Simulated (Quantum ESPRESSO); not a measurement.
Input and output of a self-consistent single point for LaMg6Zn (Amm2, 8 atoms in the cell) (Quantum ESPRESSO).

Method of the run: PBEsol, SSSP 1.1.2 efficiency (PBE) pseudopotentials (plane waves; Quantum ESPRESSO 7.5).

```
CELL_PARAMETERS angstrom
      5.07195     0.00000     0.00000
      0.00000     3.36086     5.79256
      0.00000    -3.36086     5.79256
ATOMIC_POSITIONS crystal
  La 0.50000 0.67387 0.67387
  Mg 0.00000 0.31025 0.84187
  Mg 0.00000 0.84187 0.31025
  Mg 0.00000 0.33176 0.33176
  Mg 0.50000 0.16112 0.68048
  Mg 0.50000 0.68048 0.16112
  Mg 0.50000 0.16328 0.16328
  Zn 0.00000 0.83739 0.83739
```

Reference input (self-consistent single point, DFT, PBEsol, plane waves, SSSP 1.1.2 efficiency (PBE) pseudopotentials): ecutwfc = 50 Ry; ecutrho = 400 Ry; occupations = smearing; smearing = fd; degauss = 0.0073499 Ry; input_dft = pbesol; potentials = {La: La.GGA-PBE-paw-v1.0.UPF, Mg: Mg.pbe-n-kjpaw_psl.0.3.0.UPF, Zn: Zn_pbe_v1.uspp.F.UPF}; K_POINTS = automatic 4 3 3 1 1 1; conv_thr = 1e-10 Ry. This run's input differs from it in these lines:

```diff
@@ -36,3 +36,3 @@
 K_POINTS automatic
-4 3 3  1 1 1
+5 4 4  0 0 0
 CELL_PARAMETERS angstrom
```

Output, abridged:

```
     Self-consistent Calculation

     iteration #  1     ecut=    50.00 Ry     beta= 0.70

     total energy              =   -1108.80575801 Ry
     estimated scf accuracy    <       0.76127117 Ry

     iteration #  2     ecut=    50.00 Ry     beta= 0.70

     total energy              =   -1109.11533383 Ry
     estimated scf accuracy    <       2.48826455 Ry

     iteration #  3     ecut=    50.00 Ry     beta= 0.70

     total energy              =   -1109.33431954 Ry
     estimated scf accuracy    <       0.19313854 Ry

   [... 12 blocks of this kind left out ...]

     iteration # 16     ecut=    50.00 Ry     beta= 0.70
     c_bands:  4 eigenvalues not converged
     c_bands:  1 eigenvalues not converged
     c_bands:  5 eigenvalues not converged
     c_bands:  5 eigenvalues not converged
     c_bands:  1 eigenvalues not converged
     c_bands:  1 eigenvalues not converged
     c_bands:  1 eigenvalues not converged

     total energy              =   -1109.36157222 Ry
     estimated scf accuracy    <          1.1E-10 Ry

     iteration # 17     ecut=    50.00 Ry     beta= 0.70
     End of self-consistent calculation

     the Fermi energy is     5.3216 ev

!    total energy              =   -1109.36157222 Ry
     estimated scf accuracy    <          1.4E-11 Ry
     smearing contrib. (-TS)   =      -0.01114816 Ry
     internal energy E=F+TS    =   -1109.35042406 Ry

     convergence has been achieved in  17 iterations

     Forces acting on atoms (cartesian axes, Ry/au):

     atom    1 type  1   force =     0.00000000    0.00000000    0.00300019
     atom    2 type  2   force =     0.00000000   -0.00086619   -0.00227276
     atom    3 type  2   force =     0.00000000    0.00086619   -0.00227276
     atom    4 type  2   force =     0.00000000    0.00000000   -0.00111103
     atom    5 type  2   force =     0.00000000   -0.00063807   -0.00014484
   [... lines left out ...]

     Total force =     0.005225     Total SCF correction =     0.000008

          total   stress  (Ry/bohr**3)                   (kbar)     P=      -13.37
  -0.00010852   0.00000000   0.00000000          -15.96        0.00        0.00
   0.00000000  -0.00008598   0.00000000            0.00      -12.65        0.00
   0.00000000   0.00000000  -0.00007820            0.00        0.00      -11.50

   JOB DONE.
```

The run converged in 17 iterations. Against the reference run the free energy rises by 3.3 meV/atom, the pressure hardly changes (-1.33 to -1.34 GPa) and the largest force goes from 0.106 to 0.077 eV/Å. The full log also holds: “c_bands:  4 eigenvalues not converged”. The full log also holds: “c_bands:  2 eigenvalues not converged”.

The starting cell comes from a database of computed structures (which also holds hypothetical and non-ambient phases and stackings), without a prior relaxation at this level.

Cost on one core of a shared machine: roughly 9 min.
